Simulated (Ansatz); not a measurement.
**BeSe: tensor shear ε_xy = +0.86 %**

Start from BeSe in the zinc blende structure (space group F-43m, No. 216; a = 5.082 Å). Axes: x, y, z lie along the cube axes.

Now apply this change: tensor shear ε_xy = +0.86 % (engineering shear γ = 0.0172); the atoms relax in the strained cell.

The values are results of LDA/PAW in Ansatz (a program for electronic structure), no spin-orbit coupling, not measurements. Γ-centred 11×11×11 mesh, Fermi–Dirac width 0.05 eV.

- Volume per atom: 16.40 Å³ (base 16.40 Å³)
- Space group: Imm2 (No. 44) (base F-43m (No. 216))
- Shortest interatomic distance: 2.194 Å (base 2.200 Å)
- Energy relative to the base (free energy F): +1.1 meV/atom
- Pressure (mean of the normal stresses, compression positive): 0.01 GPa (base -0.01 GPa)
- Band gap: 2.32 eV (base 2.40 eV)
- Gap character: indirect, Γ → X
- Smallest direct gap: 4.32 eV (base 4.43 eV)
- Valence-band top at Γ (three highest levels, from the VBM): 0.00, -0.08, -0.14 eV (base 0.00, 0.00, 0.00 eV)
- Stress (xx, yy, zz, yz, xz, xy; compression positive): (0.02, 0.02, -0.01, 0.00, 0.00, -1.22) GPa

Cost of the whole job for the changed cell (relaxation, final SCF and bands): roughly 40 core-seconds.

Stability against distortions was not tested. k-point labels follow each cell's own Brillouin zone.
